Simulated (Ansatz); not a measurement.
Ansatz (an electronic-structure program) is run on Ti₅Te₄ (P1, 9 atoms in the cell), and the run fails. The aim is a self-consistent single point with DFT, PBEsol, plane waves, default PAW files made with PBE.

Cell that was meant: a = 7.4304 Å, b = 7.4304 Å, c = 7.4304 Å, α = 93.69°, β = 93.69°, γ = 150.59°.

Part of the input:

Ansatz 0.2 input:
```yaml
  pseudopotentials: { kind: paw }
scf:
  occupations: { method: cold, width: 0.136 }
  max_iter: 4
output:
  forces: true
  eigenvalues: true
```

Output, abridged:

```
SCF iter   1: F=—  HF=-39982.183074 eV  |F-HF|=—  |Δ(HF+E_count)|=         —  Δρ=7.01e-3  dr2=8.53e-2  ethr=1.77e-3  ⟨swp⟩=6.7  Hψ=5878  notcnv=0
all-band conjugate gradients solve this SCF's bands
preconditioner: auto → LDOS
SCF iter   2: F=—  HF=-39982.166940 eV  |F-HF|=—  |Δ(HF+E_count)|=   1.61e-2  S|Δr|=    0.00e0  Δρ=4.37e-3  dr2=4.08e-2  ethr=6.88e-5  ⟨swp⟩=8.2  Hψ=9709  notcnv=0
SCF iter   3: F=—  HF=-39982.158940 eV  |F-HF|=—  |Δ(HF+E_count)|=   8.00e-3  S|Δr|=    0.00e0  Δρ=8.41e-4  dr2=2.05e-3  ethr=3.29e-5  ⟨swp⟩=6.2  Hψ=9121  notcnv=0
SCF iter   4: F=—  HF=-39982.158723 eV  |F-HF|=—  |Δ(HF+E_count)|=   2.17e-4  S|Δr|=    0.00e0  Δρ=2.97e-4  dr2=2.84e-4  ethr=1.65e-6  ⟨swp⟩=4.8  Hψ=7079  notcnv=0
Error: did not converge after 4 iterations: dr2 = 2.84e-4 (threshold 1.00e-7), under the density mixer `msr1`, which `scf.mixing.algorithm: auto` chose by the deck's other keys (type `scf.mixing.algorithm: msr1` to keep it); raise `scf.max_iter`, which need not help a stalled SCF, or adjust the mixing (`scf.mixing`) or, under a smearing, its width (`scf.occupations.width`, in either direction: another width is another result); this run sums exchange and correlation on more points than the dense box has (`basis.xc_grid`), where a deck that converges on the dense box may not converge: try another level (where the key is left out runs that use forces, runs that use the stress, [...]
```

What is wrong, and how is it fixed?

The fault is an iteration limit that is too low. The loop is cut before its threshold is met, so whatever is printed at the end is not self-consistent. To fix it, raise the limit, or leave it to the default. The run ended unconverged after 4 iterations.

An input that runs soundly differs in these lines (not the only fix; some lines may just follow from the change or write a value another way):
```diff
-  max_iter: 4
```

With that input, the run converged in 8 iterations: free energy E − TS (on the zero of these files) -39982.1587 eV; Fermi level (on the code's own zero) 12.70 eV; pressure -3.54 GPa; largest force (vector length) 0.615 eV/Å (DFT, PBEsol, plane waves, default PAW files made with PBE).

On the sound input: the starting cell comes from a database of published, mostly measured structures (it also holds non-ambient and calculated ones), without a prior relaxation at this level. Its atoms were displaced at random from the sites of space group no. 87. Spin-orbit coupling is off. Spin polarisation is off, so a magnetic state, if there is one, cannot be reached. With a pressure of about -4 GPa the cell is away from its equilibrium volume at this level. Ansatz's pressure includes its estimate of the finite-basis (Pulay) stress. Without a gap this mesh is coarse (it stands for a supercell whose shortest vector is 15 Å).
